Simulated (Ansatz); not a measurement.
This concerns the energy of the reaction as written. Reaction: 1/3 cell B + 2/3 cell C → cell A. The sign is products less reactants.

Cell A: a slab of Ir (fcc, Fm-3m) cut along (111), 11 atoms, oblique cell of 5.48 × 2.74 Å (13.0 Å²), symmetry Pm within 0.02 Å, 10.6 Å thick under 16 Å of vacuum, in-plane vectors held at the crystal's; planes from bottom to top: Ir2 × 5 | S, its two faces unlike (dipole correction applied); added, foreign or displaced atoms, above the top plane: S bound to 3 Ir at 2.29–2.34 Å; spin state with PBE: run without spin, k-point mesh 10×19×1.
```
CELL_PARAMETERS angstrom
      5.47549     0.00000     0.00000
      1.36887     2.37095     0.00000
      0.00000     0.00000    26.91871
ATOMIC_POSITIONS crystal
  Ir 0.83366 0.66621 0.29965
  Ir 0.33188 0.66802 0.29962
  Ir 0.00019 0.99975 0.38092
  Ir 0.49976 0.00018 0.38090
  Ir 0.16656 0.33350 0.46365
  Ir 0.66910 0.33093 0.46334
  Ir 0.83399 0.66594 0.54592
  Ir 0.33469 0.66543 0.54682
  Ir 0.99795 0.00207 0.62887
  Ir 0.48097 0.01914 0.63245
  S  0.68458 0.31550 0.69338
```

Cell B: a slab of Ir (fcc, Fm-3m) cut along (111), 21 atoms, hexagonal cell of 5.48 Å (26.0 Å²), symmetry P3m1 within 0.02 Å, 10.6 Å thick under 16 Å of vacuum, in-plane vectors held at the crystal's; planes from bottom to top: Ir4 × 5 | S, its two faces unlike (dipole correction applied); added, foreign or displaced atoms, above the top plane: S bound to 3 Ir at 2.31 Å; spin state with PBE: run without spin, k-point mesh 10×10×1.
```
CELL_PARAMETERS angstrom
      5.47549     0.00000     0.00000
      2.73774     4.74191     0.00000
      0.00000     0.00000    26.91871
ATOMIC_POSITIONS crystal
  Ir 0.83333 0.33333 0.29940
  Ir 0.33401 0.33198 0.29950
  Ir 0.83198 0.83401 0.29950
  Ir 0.33401 0.83401 0.29950
  Ir 0.99996 0.00009 0.38068
  Ir 0.50000 0.00000 0.38109
  Ir 0.99996 0.49996 0.38068
  Ir 0.50009 0.49996 0.38068
  Ir 0.16847 0.16577 0.46330
  Ir 0.66577 0.16577 0.46330
  Ir 0.16667 0.66667 0.46384
  Ir 0.66577 0.66847 0.46330
  Ir 0.83333 0.33333 0.54603
  Ir 0.33336 0.33328 0.54641
  Ir 0.83328 0.83336 0.54641
  Ir 0.33336 0.83336 0.54641
  Ir 0.99684 0.00631 0.62984
  Ir 0.50000 0.00000 0.62722
  Ir 0.99684 0.49684 0.62984
  Ir 0.50631 0.49684 0.62984
  S  0.16667 0.66667 0.69148
```

Cell C: a slab of Ir (fcc, Fm-3m) cut along (111), 6 atoms, hexagonal cell of 2.74 Å (6.5 Å²), symmetry P3m1 within 0.02 Å, 10.8 Å thick under 16 Å of vacuum, in-plane vectors held at the crystal's; planes from bottom to top: Ir × 5 | S, its two faces unlike (dipole correction applied); added, foreign or displaced atoms, above the top plane: S bound to 3 Ir at 2.43 Å; spin state with PBE: run without spin, k-point mesh 19×19×1.
```
CELL_PARAMETERS angstrom
      2.73774     0.00000     0.00000
      1.36887     2.37095     0.00000
      0.00000     0.00000    26.91871
ATOMIC_POSITIONS crystal
  Ir 0.66667 0.66667 0.29919
  Ir 0.00000 0.00000 0.38047
  Ir 0.33333 0.33333 0.46309
  Ir 0.66667 0.66667 0.54603
  Ir 0.00000 0.00000 0.63097
  S  0.33333 0.33333 0.69942
```

Computed with Ansatz (plane waves, PAW), its default PAW set, cutoff 420 eV, 500 eV for r2SCAN. The structures are at rest with PBE, within the held lattices; other levels are single points on them. Neutral cells; Fermi-Dirac smearing of at most 0.10 eV in the solids, energies taken to zero width. The lattices are those relaxed with PBE, so at other levels the solids can be strained, which adds to the spread. Larger cells are relaxed from a start prepared with the learned potential CHGNet till forces fall under 0.03 eV/Å, which some starts already meet. A dispersion term (D3(BJ), or D4 for r2SCAN) was computed beside these levels and is taken off wherever the name lacks it. The PAW files were made for PBE and serve at the other functionals too. Space groups of crystals are read within 0.01 Å. Static lattices, no vibrational contributions. Cells are local rest points, mostly with their start's symmetry. The runs are scalar-relativistic, without spin-orbit coupling. The d electrons get no Hubbard U. No correction for cell size. The cells' k-point meshes differ in density, so the last digit is unsettled. Cell A has symmetry Pm within 0.02 Å and got no random move, so less symmetric positions, which may lie lower, weren't tried. Cell B has symmetry P3m1 within 0.02 Å and got no random move, so less symmetric positions, which may lie lower, weren't tried. Cell C has symmetry P3m1 within 0.02 Å and got no random move, so less symmetric positions, which may lie lower, weren't tried.

Task: Estimate the value that PBE returns for this input.

Result: -0.66 eV, for 1/3 cell B + 2/3 cell C → cell A.

Task: What do the other levels give, and how wide is the spread?

Result: 
```
Method  value (eV)  less PBE
------  ----------  --------
r2SCAN       -0.75     -0.09
```

The levels shown span only 0.09 eV, too little to tell them apart.

Ansatz is a first-principles code.
